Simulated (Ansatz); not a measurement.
In₂O₃ (model structure, started from the Nb2Se3 type, P3m1, No. 156, 5 atoms in the cell), treated with r²SCAN+rVV10 in Ansatz (plane waves, PAW).

Settings: plane-wave cutoff 560 eV, 24×24×6 k mesh (along the axes of the cell as run), Fermi–Dirac smearing 0.05 eV, scalar-relativistic PAW data made under PBE.

Cell (relaxed at this level):

```cif
data_In2O3
_chemical_formula_sum 'In2 O3'
_space_group_name_H-M_alt 'P3m1'
_space_group_IT_number 156
_space_group_name_Hall 'P 3 -2"'
_cell_length_a 3.25987
_cell_length_b 3.25987
_cell_length_c 7.31626
_cell_angle_alpha 90.000
_cell_angle_beta 90.000
_cell_angle_gamma 120.000
loop_
_atom_site_label
_atom_site_type_symbol
_atom_site_symmetry_multiplicity
_atom_site_Wyckoff_symbol
_atom_site_fract_x
_atom_site_fract_y
_atom_site_fract_z
_atom_site_occupancy
In1 In 1 a 0.00000 0.00000 0.40928 1
In2 In 1 a 0.00000 0.00000 0.84133 1
O1 O 1 c 0.66667 0.33333 0.61155 1
O2 O 1 b 0.33333 0.66667 0.29621 1
O3 O 1 c 0.66667 0.33333 0.96662 1
```

### Question
What does this level give for the band gap?

### Answer

band gap: 0.56 eV (on the SCF k mesh)

Note: the relaxation could raise the start's symmetry but not lower it, so the cell can be a saddle point.

Spin–orbit coupling is not included.

The computed numbers hold no vibrational or temperature effects.

Cost on a shared machine: around 40 core-minutes (rough).

A model structure was made by putting elements into a prototype or built by hand; it is no filed structure, need not be a known phase, and can be a saddle point held by its symmetry.

Ansatz is a program for electronic structure.
